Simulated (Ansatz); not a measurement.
## Mg, element substitutions

Consider Mg in the hcp (Mg type) structure (space group P6_3/mmc, No. 194).

```yaml
crystal:
  lattice:
    - [3.16680, 0.00000, 0.00000]
    - [-1.58340, 2.74253, 0.00000]
    - [0.00000, 0.00000, 5.18844]
  atoms:
    - { symbol: Mg, position: [0.33333, 0.66667, 0.75000] }
    - { symbol: Mg, position: [0.66667, 0.33333, 0.25000] }
```

Each row replaces one element on all its sites; cell and atoms are relaxed.

Method: Ansatz (a program for electronic structure), PBEsol, PAW, cutoff 420 eV, no SOC.

Candidates:
(a) Mg → Be
(b) Mg → Sr
(c) Mg → Ba
(d) Mg → Ca

Base values:

| Item | Result |
|---|---|
| Volume per atom | 22.53 Å³ |

Question: Order them by volume per atom, lowest first.

Answer: (a) Mg → Be (7.84 Å³), (d) Mg → Ca (40.76 Å³), (b) Mg → Sr (52.34 Å³), (c) Mg → Ba (57.91 Å³)

No phonon test of stability was made. As relaxed here, Ba is a hypothetical phase, not in the database extracts checked. This is not the structure that Sr has at room temperature and ambient pressure. This is not the structure that Ca has at room temperature and ambient pressure.
